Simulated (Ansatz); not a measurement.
# Mn₂Ge (P6₃/mmc, No. 194, 6 atoms in the cell; start mp-20473)

The numbers are results of PBEsol in Ansatz (PAW), not measurements.

Settings: plane-wave cutoff 500 eV, 12×12×8 k mesh (along the axes of the cell as run), Fermi–Dirac smearing 0.05 eV, spin-polarised start, scalar-relativistic PAW data made under PBE.

Cell (relaxed at this level):

```yaml
crystal:
  lattice:
    - [4.10910, 0.00000, 0.00000]
    - [-2.05455, 3.55859, 0.00000]
    - [0.00000, 0.00000, 4.97459]
  atoms:
    - { symbol: Mn, position: [0.00000, 0.00000, 0.50000] }
    - { symbol: Mn, position: [0.00000, 0.00000, 0.00000] }
    - { symbol: Mn, position: [0.66667, 0.33333, 0.25000] }
    - { symbol: Mn, position: [0.33333, 0.66667, 0.75000] }
    - { symbol: Ge, position: [0.66667, 0.33333, 0.75000] }
    - { symbol: Ge, position: [0.33333, 0.66667, 0.25000] }
```

```json
{
 "band_gap": "none"
}
```

Note: the magnetic order was assumed, not searched for or taken from measurement; the relaxation could not lower the start's symmetry, so the cell can be a saddle point above a distorted one.

Spin–orbit coupling is not included.

The result took around 10 core-minutes (rough).

A start named mp-… is a Materials Project structure, which need not be a measured phase.

Ansatz is a program for electronic structure.
